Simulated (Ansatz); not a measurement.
Base system: AlN in the zinc blende structure (space group F-43m, No. 216).

```yaml
crystal:
  lattice:
    - [0.00000, 2.17113, 2.17113]
    - [2.17113, 0.00000, 2.17113]
    - [2.17113, 2.17113, 0.00000]
  atoms:
    - { symbol: Al, position: [0.00000, 0.00000, 0.00000] }
    - { symbol: N, position: [0.25000, 0.25000, 0.25000] }
```

Cartesian axes are those of the cell as printed.

The values are results of LDA (Ansatz, a first-principles code, PAW, spin-orbit coupling left out), not measurements.

It is then changed as follows: every lattice vector is shortened by 0.50 %, atoms relaxed at fixed cell.

Task: Predict the stress tensor and what it implies for the stiffness.

Result: Stress of the strained cell less that of the base (GPa, compression positive):
```
   3.25    0.00    0.00
   0.00    3.25    0.00
   0.00    0.00    3.25
```

Then B = −ΔP/(ΔV/V₀) with ΔV/V₀ = -0.0149 gives secant stiffness values (nonlinear terms included at this strain): B ≈ 218 GPa.

No phonon test of stability was made. This is not the structure that AlN has at room temperature and ambient pressure.
